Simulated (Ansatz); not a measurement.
# BeSe (model structure, started from the BN type, Pm-3n, No. 223, 12 atoms in the cell)

These are LDA (Ansatz, a first-principles code, PAW) values and carry that method's errors.

Numerical settings: plane-wave cutoff 520 eV, 6×6×6 k mesh, Fermi–Dirac smearing 0.01 eV, scalar-relativistic PAW data made under PBE.

Cell (relaxed at this level):

```yaml
crystal:
  lattice:
    - [6.26941, 0.00000, 0.00000]
    - [0.00000, 6.26941, 0.00000]
    - [0.00000, 0.00000, 6.26941]
  atoms:
    - { symbol: Be, position: [0.25000, 0.00000, 0.50000] }
    - { symbol: Be, position: [0.50000, 0.25000, 0.00000] }
    - { symbol: Be, position: [0.50000, 0.75000, 0.00000] }
    - { symbol: Be, position: [0.75000, 0.00000, 0.50000] }
    - { symbol: Be, position: [0.00000, 0.50000, 0.75000] }
    - { symbol: Be, position: [0.00000, 0.50000, 0.25000] }
    - { symbol: Se, position: [0.25000, 0.50000, 0.00000] }
    - { symbol: Se, position: [0.00000, 0.25000, 0.50000] }
    - { symbol: Se, position: [0.00000, 0.75000, 0.50000] }
    - { symbol: Se, position: [0.75000, 0.50000, 0.00000] }
    - { symbol: Se, position: [0.50000, 0.00000, 0.75000] }
    - { symbol: Se, position: [0.50000, 0.00000, 0.25000] }
```

For BeSe (model structure, started from the BN type, Pm-3n, No. 223, 12 atoms in the cell), the band gap comes out as 2.52 eV (on the SCF k mesh) and the Γ–Γ gap is 3.01 eV.

Note: the relaxation could raise the start's symmetry but not lower it, so the cell can be a saddle point.

Spin–orbit coupling is not included.

Computed values are for the static lattice.

Computing time: roughly 3.0 core-minutes.

A model structure was made by putting elements into a prototype or built by hand; it is no filed structure, need not be a known phase, and can be a saddle point held by its symmetry.
